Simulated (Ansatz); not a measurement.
Rock-salt LuN was calculated with PBEsol (Ansatz, a program for electronic structure, plane waves, PAW).

Settings: plane-wave cutoff 520 eV, 20×20×20 k mesh, Fermi–Dirac smearing 0.05 eV, scalar-relativistic PAW data made under PBE.

Cell (relaxed at this level):

```cif
data_Lu4N4
_chemical_formula_sum 'Lu4 N4'
_space_group_name_H-M_alt 'Fm-3m'
_space_group_IT_number 225
_space_group_name_Hall '-F 4 2 3'
_cell_length_a 4.70139
_cell_length_b 4.70139
_cell_length_c 4.70139
_cell_angle_alpha 90.000
_cell_angle_beta 90.000
_cell_angle_gamma 90.000
loop_
_atom_site_label
_atom_site_type_symbol
_atom_site_symmetry_multiplicity
_atom_site_Wyckoff_symbol
_atom_site_fract_x
_atom_site_fract_y
_atom_site_fract_z
_atom_site_occupancy
Lu1 Lu 4 a 0.00000 0.00000 0.00000 1
N1 N 4 b 0.50000 0.50000 0.50000 1
```
(The calculation used a cell of 2 atoms; values per cell refer to that cell.)

Problem. Predict the bulk modulus.

Solution. 
- bulk modulus: 184 GPa

The run finds no gap.

Note: the bulk modulus is −V dP/dV from two relaxed cells at ±2 % in volume.

Spin–orbit coupling is not included; it can open a gap where bands touch, and shift volumes and moduli.

The computed numbers hold no vibrational or temperature effects.

The result took about 100 core-seconds (a rough figure).
